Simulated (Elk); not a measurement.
Band structure of TbAu (Pm-3m, 2 atoms in the cell).

```
CELL_PARAMETERS angstrom
      3.58866     0.00000     0.00000
      0.00000     3.58866     0.00000
      0.00000     0.00000     3.58866
ATOMIC_POSITIONS crystal
  Tb 0.50000 0.50000 0.50000
  Au 0.00000 0.00000 0.00000
```
Moments meant for the start (each program seeds them in its own way; μB, in the order of the atoms Tb Au): 6.0 0.0.

Method of the run: PBEsol, all-electron FP-LAPW, Elk's shipped species files, APW+lo basis with extra local orbitals (Elk 10.2.4).

Settings: xctype = 22; spinpol = true; rgkmax = 7.5; stype = 0; swidth = 0.00734986 Ha; ngridk = 9 9 9; reducebf = 0.5; gmaxvr = 14 1/bohr; nxlo = 2; lorbcnd = true; rmtscf = 0.99; lmaxi = 2; nempty = 10 per atom; maxscl = 100.

The starting cell comes from a database of computed structures (which also holds hypothetical and non-ambient phases and stackings), without a prior relaxation at this level. Spin-orbit coupling is off. With one magnetic atom in the cell only a parallel order is possible. With U or open f shells several self-consistent states can exist. The f electrons are in the valence without U or exact exchange, which can misplace them near the Fermi level. Spin-orbit terms, which matter for f shells, are left out. Values depend on the basis (sphere radii, cutoffs, local orbitals), which need not be converged.

Levels in eV from the Fermi level, bands 18 to 25 of the first spin channel:
```csv
point,18,19,20,21,22,23,24,25
Γ,-4.34,-4.34,-4.34,0.07,0.09,0.10,0.13,0.17
X,-4.50,-4.25,-3.04,-2.85,0.10,0.20,0.22,0.23
M,-4.86,-3.68,-2.68,-0.11,-0.10,0.04,0.09,0.10
R,-3.63,-3.63,-1.40,-1.40,-1.40,-1.02,0.10,0.11
```

Bands cross the Fermi level along this path, so the cell is metallic at this level.

The net moment of the cell came out as 5.86 μB.
